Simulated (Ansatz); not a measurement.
Consider HgS in the zinc blende structure (space group F-43m, No. 216).

```yaml
crystal:
  lattice:
    - [0.00000, 2.93793, 2.93793]
    - [2.93793, 0.00000, 2.93793]
    - [2.93793, 2.93793, 0.00000]
  atoms:
    - { symbol: Hg, position: [0.00000, 0.00000, 0.00000] }
    - { symbol: S, position: [0.75000, 0.75000, 0.75000] }
```

Cartesian axes are those of the cell as printed.

Calculations: PBEsol (Ansatz, a program for electronic structure, PAW, no spin-orbit coupling).

Strains are applied to the cell and any free atomic positions relax; under biaxial strain the out-of-plane vector relaxes too.

One change was made to it. Results:

| quantity | base | after |
|---|---|---|
| energy relative to the base (free energy F) | 0 meV/atom | +90 meV/atom |
| pressure | 0.0 GPa | 10.7 GPa |

**Question.** Which of these changes matches the shifts?
(A) tensor shear ε_xz = −0.62 %
(B) biaxial strain −0.81 %, plane normal [111], relaxed out of plane
(C) isotropic strain −4.20 %
(D) isotropic strain +4.60 %

**Answer.** C, isotropic strain −4.20 %. For comparison, the energy relative to the base in the other runs: tensor shear ε_xz = −0.62 % gives +0.3 meV/atom; biaxial strain −0.81 %, plane normal [111], relaxed out of plane gives +1.0 meV/atom; isotropic strain +4.60 % gives +76 meV/atom.

The mesh was chosen for an insulator and is coarse for the gapless case. Stability against distortions was not tested. The final runs are not spin-polarised.
